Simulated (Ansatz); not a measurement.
A self-consistent single point of K3VSe4 (Fmm2, 8 atoms in the cell) with Ansatz (a quantum-chemistry and plane-wave program).

Method of the run: LDA (PW92), default PAW files made with PBE (plane waves; Ansatz).

```xyz
8
Lattice="-3.5214 3.5214 6.5210 3.5214 -3.5214 6.5210 3.5214 3.5214 -6.5210" Properties=species:S:1:pos:R:3 pbc="T T T"
K      0.0000     0.0000     6.5710
K      0.0000     3.5214     3.2605
K      3.5214     0.0000     3.2605
V      0.0000     0.0000     0.0000
Se     2.1853    -2.1853     7.8187
Se     1.3361     1.3361    -1.2977
Se    -2.1853     2.1853     7.8187
Se     2.1853     2.1853     5.2233
```

Reference input (self-consistent single point, DFT, LDA (PW92), plane waves, default PAW files made with PBE): basis.ecutwfc = 30.9 Ry; kpoints.mp_grid.grid = 3 3 3; hamiltonian.xc = lda; hamiltonian.pseudopotentials = {kind: paw} (the program's default PAW files); scf.occupations.method = fermi_dirac; scf.occupations.width = 0.0037 Ry. This run's input differs from it in these lines:

Ansatz 0.2 input:
```diff
@@ -19,3 +19,3 @@
   mp_grid:
-    grid: [3, 3, 3]
+    grid: [7, 7, 7]
 hamiltonian:
```

Output (repeated stretches shortened):

```
SCF iter   1: F=—  HF=-28889.176251 eV  |F-HF|=—  |Δ(HF+E_count)|=         —  Δρ=5.16e-3  dr2=1.49e-1  ethr=1.77e-3  ⟨swp⟩=6.7  Hψ=14795  notcnv=0  defer=28
all-band conjugate gradients solve this SCF's bands
preconditioner: auto → Resta (q_TF=auto, 2.258 Å⁻¹)
SCF iter   2: F=—  HF=-28889.226893 eV  |F-HF|=—  |Δ(HF+E_count)|=   5.06e-2  Δρ=1.30e-2  dr2=8.96e-1  ethr=1.43e-4  ⟨swp⟩=3.0  Hψ=7616  notcnv=0  defer=159
   [... lines left out ...]
SCF iter   6: F=—  HF=-28889.159600 eV  |F-HF|=—  |Δ(HF+E_count)|=   1.53e-4  Δρ=2.89e-5  dr2=6.03e-6  ethr=8.41e-8  ⟨swp⟩=3.0  Hψ=7358  notcnv=0  defer=159
SCF iter   7: F=—  HF=-28889.159602 eV  |F-HF|=—  |Δ(HF+E_count)|=   2.54e-6  Δρ=1.77e-5  dr2=1.98e-6  ethr=5.80e-9  ⟨swp⟩=2.0  Hψ=7137  notcnv=0  defer=159
SCF iter   8: F=—  HF=-28889.159603 eV  |F-HF|=—  |Δ(HF+E_count)|=   3.83e-7  Δρ=5.52e-6  dr2=1.80e-7  ethr=1.91e-9  ⟨swp⟩=2.0  Hψ=4711  notcnv=0  defer=159
SCF iter   9: F=-28889.159603 eV  HF=-28889.159603 eV  |F-HF|=1.63e-8  |Δ(HF+E_count)|=   8.42e-8  Δρ=1.99e-6  dr2=1.65e-8  ethr=9.62e-11  ⟨swp⟩=10.4  Hψ=15141  notcnv=0
SCF 1 converged in 9 iterations: F = -28889.159603 eV  dr2 = 1.65e-8
Free energy (F): -28889.159603 eV
Internal energy: -28889.159601 eV  (E = F + TS)
E sigma→0 (E₀):  -28889.159602 eV
Entropy (-TS):   -0.000001 eV (-0.000 meV/atom)
Fermi energy:    2.837889 eV
--- Forces (eV/Å), atoms counted from 1 ---
  atom   1  K     -0.00000000    -0.00000000    -0.03491550
  atom   2  K      0.00000000     0.00000000     0.00853100
  atom   3  K     -0.00000000     0.00000000     0.00853100
  atom   4  V      0.00000000    -0.00000000    -0.01491025
  atom   5  Se     0.20780887    -0.20780887    -0.19330703
  atom   6  Se    -0.20774472    -0.20774472     0.20969977
  atom   7  Se    -0.20780887     0.20780887    -0.19330703
  atom   8  Se     0.20774472     0.20774472     0.20969977
--- Stress (GPa, compression-positive) ---
       -2.006927      -0.031888      -0.000000
       -0.031888      -2.006927      -0.000000
       -0.000000      -0.000000      -1.820993
  P = ⅓ Tr σ = -1.9449 GPa (-19.449 kbar)
  The stress holds the Pulay correction. Without it, at fixed plane waves, as pw.x and ABINIT print it: P = -1.9587 GPa
```

The run converged in 9 iterations. Against the reference run the free energy is nearly the same (within 1 meV/atom), the pressure stays at -1.94 GPa, the largest force stays at 0.361 eV/Å and the gap on the mesh goes from 1.355 to 1.325 eV.

The starting cell comes from a database of computed structures (which also holds hypothetical and non-ambient phases and stackings), without a prior relaxation at this level. Its lattice was rescaled by up to half a per cent. One atom was moved a little off its site on purpose. Ansatz's pressure includes its estimate of the finite-basis (Pulay) stress.

Cost on one core of a shared machine: roughly 2 min.
